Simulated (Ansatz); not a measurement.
Ti in the hcp (Mg type) structure (space group P6_3/mmc, No. 194)

Ti is modelled in the hexagonal space group P6₃/mmc (No. 194), the hcp (Mg type) structure, Pearson symbol hP2. Lattice parameters: a = b = 2.939 Å, c = 4.650 Å, α = β = 90.00°, γ = 120.00°. Ti on 2d has 12 Ti at 2.878–2.939 Å (anticuboctahedral). (Neighbours: up to the widest gap in distance over summed covalent radii, below 1.35, at either atom.)

Computed with PBE (Ansatz, a program for electronic structure, PAW, no spin-orbit coupling). Settings: 18×18×10 k-points, 0.05 eV Fermi–Dirac smearing.

```yaml
volume_per_atom: 17.39 Å³
density: 4.57 g/cm³
band_gap: zero
total_energy: -2499.667 eV/atom (σ→0; compares only within this code and set-up)
```

Whether these cells are dynamically stable was not tested. All final runs are without spin polarisation.
